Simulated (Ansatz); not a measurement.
Hf3N4 (Fd-3m), PBEsol, rigid bands in Ansatz (a quantum-chemistry and plane-wave program): N_v = 1.28e20 cm⁻³ at 300 K and a hole conductivity mass of 0.695 mₑ.

Question: For 1e17 holes per cm³ at 300 K, place the Fermi level, estimate the Seebeck coefficient of a parabolic band with constant τ, and give mobility and conductivity for τ = 20 fs.

Answer: The level lies k_BT ln(N_v/p) = 0.185 eV above the valence-band maximum. S ≈ +(k_B/e)[ln(N_v/p) + 5/2] = 832 μV/K, against 827 μV/K from the full bands (mean over directions). μ = eτ/m = 50.6 cm²/(V·s) and σ = peμ = 0.811 S/cm. τ is assumed, not computed.

Band transport and this doping are assumed; polarons and phonon drag are left out. Spin-orbit coupling is left out; with 5d elements it also splits d-like band edges.

Computed structure with no diffraction record at hand here (it may be known, metastable or hypothetical): Hf3N4 (Fd-3m).
